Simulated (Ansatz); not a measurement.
**Evanescent states of CdSe (F-43m, zinc blende, 2 atoms a cell, 28.9 Å³ an atom) along the normal of (001)**

The numbers are results of r2SCAN (plane waves, PAW; Ansatz, a program for electronic structure), not measurements.

The gap is the functional's own, uncorrected, and κ follows it; spin-orbit coupling is left out. Mid-gap means the computed energy nearest the middle.

Energies count from the valence-band top; κ is the least over a 8×8 mesh across the current.

```csv
E (eV),κ (1/Å),where
0.04,0.029,Γ
0.10,0.049,Γ
0.17,0.061,Γ
0.24,0.069,Γ
0.32,0.074,Γ
0.39,0.078,Γ
0.46,0.080,Γ
0.53,0.080,Γ
0.59,0.079,Γ
0.67,0.076,Γ
0.73,0.072,Γ
0.81,0.066,Γ
0.88,0.057,Γ
0.94,0.044,Γ
1.01,0.020,Γ
```

Problem. How thick must the barrier be to attenuate the transmission by 10^4 when the electrodes' Fermi level lies at 0.10 eV, and what attenuation does that film give at 0.17 eV?

Solution. d = 4 ln 10 / (2 × 0.049) = 94.0 Å. At 0.17 eV it gives 4 × 0.061/0.049 = 5.0 decades.
